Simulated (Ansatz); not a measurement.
Ansatz (a quantum-chemistry and plane-wave program) run on TiSi2 (Fddd, 6 atoms in the cell): self-consistent single point.

Computed with PBE, PAW files (plane waves; Ansatz).

```yaml
crystal:
  lattice:
    - [0.00000, 4.12204, 4.26759]
    - [2.39214, 0.00000, 4.26759]
    - [2.39214, 4.12204, 0.00000]
  atoms:
    - { symbol: Ti, position: [0.50000, 0.50000, 0.50000] }
    - { symbol: Ti, position: [0.75000, 0.75000, 0.75000] }
    - { symbol: Si, position: [0.83743, 0.16257, 0.83743] }
    - { symbol: Si, position: [0.16257, 0.83743, 0.16257] }
    - { symbol: Si, position: [0.41257, 0.08743, 0.41257] }
    - { symbol: Si, position: [0.08743, 0.41257, 0.08743] }
```

Reference input (self-consistent single point, DFT, PBE, plane waves, PAW files): kpoints.mp_grid.grid = 11 11 11; hamiltonian.xc = pbe; hamiltonian.pseudopotentials = {kind: paw} (an earlier, softer set of the program's PAW files); scf.occupations.method = cold; scf.occupations.width = 0.0073 Ry. This run's input differs from it in these lines:

Ansatz 0.2 input:
```diff
@@ -19,3 +19,3 @@
 scf:
-  occupations: { method: cold, width: 0.0073 Ry }
+  occupations: { method: cold, width: 0.0147 Ry }
 output:
```

The program printed (abridged):

```
SCF iter   1: F=—  HF=-7546.526919 eV  |F-HF|=—  |Δ(HF+E_count)|=         —  Δρ=3.66e-2  dr2=1.96e0  ethr=3.10e-3  ⟨swp⟩=6.0  Hψ=25530  notcnv=0
all-band conjugate gradients solve this SCF's bands
preconditioner: auto → Kerker (q_TF=auto, 2.410 Å⁻¹)
SCF iter   2: F=—  HF=-7546.145174 eV  |F-HF|=—  |Δ(HF+E_count)|=   3.82e-1  S|Δr|=    0.00e0  Δρ=2.27e-2  dr2=6.69e-1  ethr=3.10e-3  ⟨swp⟩=1.3  Hψ=7413  notcnv=0  defer=18
   [... lines left out ...]
SCF iter   5: F=—  HF=-7545.920788 eV  |F-HF|=—  |Δ(HF+E_count)|=   4.52e-5  S|Δr|=    0.00e0  Δρ=1.54e-4  dr2=1.66e-5  ethr=1.07e-6  ⟨swp⟩=2.1  Hψ=7032  notcnv=0  defer=40
SCF iter   6: F=—  HF=-7545.920779 eV  |F-HF|=—  |Δ(HF+E_count)|=   9.55e-6  S|Δr|=    0.00e0  Δρ=2.72e-5  dr2=4.82e-7  ethr=4.16e-8  ⟨swp⟩=2.7  Hψ=8320  notcnv=0  defer=212
SCF iter   7: F=-7545.920778 eV  HF=-7545.920778 eV  |F-HF|=8.71e-9  |Δ(HF+E_count)|=   6.03e-8  S|Δr|=    0.00e0  Δρ=4.95e-6  dr2=1.73e-8  ethr=2.50e-10  ⟨swp⟩=9.3  Hψ=24964  notcnv=0
SCF 1 converged in 7 iterations: F = -7545.920778 eV  dr2 = 1.73e-8
Stability not checked (fill_not_monotonic)
Free energy (F): -7545.920778 eV
Internal energy: -7545.922252 eV  (E = F + TS)
E sigma→0 (E₀):  -7545.921270 eV
Entropy (-TS):   0.001474 eV (0.246 meV/atom)
Fermi energy:    12.547542 eV
--- Forces (eV/Å), atoms counted from 1 ---
  atom   1  Ti     0.00000000    -0.00000000     0.00000000
  atom   2  Ti    -0.00000000     0.00000000     0.00000000
  atom   3  Si     0.00000000    -0.02922688     0.00000000
  atom   4  Si    -0.00000000     0.02922688     0.00000000
  atom   5  Si    -0.00000000     0.02922688     0.00000000
  atom   6  Si     0.00000000    -0.02922688     0.00000000
--- Stress (GPa, compression-positive) ---
        1.738341       0.000000      -0.000000
        0.000000       1.108361       0.000000
       -0.000000       0.000000       1.870689
  P = ⅓ Tr σ = 1.5725 GPa (15.725 kbar)
  The stress holds the Pulay correction. Without it, at fixed plane waves, as pw.x and ABINIT print it: P = 1.5417 GPa
```

The run converged in 7 iterations. Against the reference run the free energy is nearly the same (within 1 meV/atom), the pressure moves little (1.56 to 1.57 GPa) and the largest force goes from 0.017 to 0.029 eV/Å.

The starting cell comes from a database of computed structures (which also holds hypothetical and non-ambient phases and stackings), without a prior relaxation at this level. Its lattice was rescaled by a random factor within 2.5 % of one. Spin polarisation is off. Ansatz's pressure includes its estimate of the finite-basis (Pulay) stress.
